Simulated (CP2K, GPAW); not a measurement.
A GPAW input for a self-consistent single point of Ga2Pt (P1, 3 atoms in the cell) (DFT PBEsol, plane waves, GPAW PAW datasets PBEsol (made by gpaw-setup)):

```python
from ase import Atoms
from ase.units import GPa
from gpaw import GPAW, PW

atoms = Atoms(['Ga', 'Ga', 'Pt'],
              cell=[[0.000000, 2.967920, 2.967920],
                    [2.967920, 0.000000, 2.967920],
                    [2.967920, 2.967920, 0.000000]],
              scaled_positions=[[0.740470, 0.756926, 0.748476],
                                [0.256111, 0.242688, 0.252581],
                                [0.003419, 0.000386, -0.001058]],
              pbc=True)

calc = GPAW(mode=PW(600),
            xc='PBEsol',
            kpts={'size': (8, 8, 8), 'gamma': True},
            occupations={'name': 'methfessel-paxton', 'width': 0.272, 'order': 0},
            nbands=-7,
            convergence={'density': 1e-05},
            symmetry={'symmorphic': False, 'tolerance': 0.0005},
            maxiter=150,
            txt='-')

atoms.calc = calc

energy = atoms.get_potential_energy()
print('Energy (eV):', round(energy, 6))
forces = atoms.get_forces()
print('Forces (eV/Ang):')
print(forces.round(5))
stress = atoms.get_stress()
print('Stress (GPa, Voigt):', (stress / GPa).round(4))
```

### Question
Give the CP2K input for the same structure, mesh, smearing and functional.

### Answer
One input that does it (others would too):

```
&GLOBAL
  PROJECT bulk
  RUN_TYPE ENERGY_FORCE
  PRINT_LEVEL MEDIUM
&END GLOBAL
&FORCE_EVAL
  METHOD Quickstep
  STRESS_TENSOR ANALYTICAL
  &DFT
    BASIS_SET_FILE_NAME BASIS_MOLOPT_UZH
    POTENTIAL_FILE_NAME POTENTIAL_UZH
    &QS
      METHOD GPW
      EPS_DEFAULT 1E-10
    &END QS
    &MGRID
      CUTOFF 600
      REL_CUTOFF 40
      NGRIDS 5
    &END MGRID
    &SCF
      SCF_GUESS ATOMIC
      EPS_SCF 1E-6
      MAX_SCF 100
      ADDED_MOS 8
      &DIAGONALIZATION
        ALGORITHM STANDARD
      &END DIAGONALIZATION
      &MIXING
        METHOD BROYDEN_MIXING
        ALPHA 0.3
        NBUFFER 10
      &END MIXING
      &SMEAR ON
        METHOD GAUSSIAN
        SIGMA [eV] 0.272
      &END SMEAR
    &END SCF
    &KPOINTS
      SCHEME MONKHORST-PACK 8 8 8
      GAMMA_CENTERED T
    &END KPOINTS
    &XC
      &XC_FUNCTIONAL
        &PBE
          PARAMETRIZATION PBESOL
        &END PBE
      &END XC_FUNCTIONAL
    &END XC
    &PRINT
      &MO
        EIGENVALUES T
        OCCUPATION_NUMBERS T
        NDIGITS 8
        FILENAME mo
        &EACH
          QS_SCF 0
        &END EACH
        ADD_LAST NUMERIC
      &END MO
      &MULLIKEN ON
      &END MULLIKEN
    &END PRINT
  &END DFT
  &SUBSYS
    &CELL
      ABC 4.19727300 4.19727271 4.19727261
      ALPHA_BETA_GAMMA 60.00000745 60.00000477 60.00000561
      PERIODIC XYZ
    &END CELL
    &COORD
      SCALED
      Ga       0.74047000     0.75692600     0.74847600
      Ga       0.25611100     0.24268800     0.25258100
      Pt       0.00341900     0.00038600    -0.00105800
    &END COORD
    &KIND Ga
      BASIS_SET DZVP-MOLOPT-PBE-GTH-q13
      POTENTIAL GTH-PBE-q13
    &END KIND
    &KIND Pt
      BASIS_SET DZVP-MOLOPT-PBE-GTH-q18
      POTENTIAL GTH-PBE-q18
    &END KIND
  &END SUBSYS
  &PRINT
    &FORCES ON
    &END FORCES
    &STRESS_TENSOR ON
    &END STRESS_TENSOR
  &END PRINT
&END FORCE_EVAL
```

Basis settings and potentials, where a program has them, do not carry over. This input uses DFT PBEsol, GPW, DZVP-MOLOPT-PBE-GTH basis, GTH-PBE potentials (POTENTIAL_UZH).

The starting cell comes from a database of computed structures (which also holds hypothetical and non-ambient phases and stackings), without a prior relaxation at this level. For this run, on top of that: atoms moved at random.
